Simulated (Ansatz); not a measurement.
We consider SrHfN2 (R-3m, No. 166, 4 atoms in the cell; start mp-9383), described by r²SCAN in Ansatz (plane waves, PAW).

Run with plane-wave cutoff 560 eV, 12×12×12 k mesh, Fermi–Dirac smearing 0.01 eV, scalar-relativistic PAW data made under PBE.

Cell (relaxed with PBEsol):

```yaml
crystal:
  lattice:
    - [1.65982, 0.95830, 5.86088]
    - [-1.65982, 0.95830, 5.86088]
    - [0.00000, -1.91660, 5.86088]
  atoms:
    - { symbol: Sr, position: [0.00000, 0.00000, 0.00000] }
    - { symbol: Hf, position: [0.50000, 0.50000, 0.50000] }
    - { symbol: N, position: [0.23313, 0.23313, 0.23313] }
    - { symbol: N, position: [0.76687, 0.76687, 0.76687] }
```

Task: Give the computed band gap, smallest direct gap on the k points sampled and direct gap at Γ.

Result: 
* **band gap**: 0.60 eV
* **smallest direct gap on the k points sampled**: 1.19 eV
* **direct gap at Γ**: 2.87 eV

Note: cell and atoms aren't relaxed at this level (pressure 3.5 GPa).

Spin–orbit coupling is not included.

Static lattice: no zero-point or thermal effects.

It cost very roughly 70 core-seconds of CPU time.

A start named mp-… is a Materials Project structure, which need not be a measured phase.

Ansatz is a quantum-chemistry and plane-wave program.
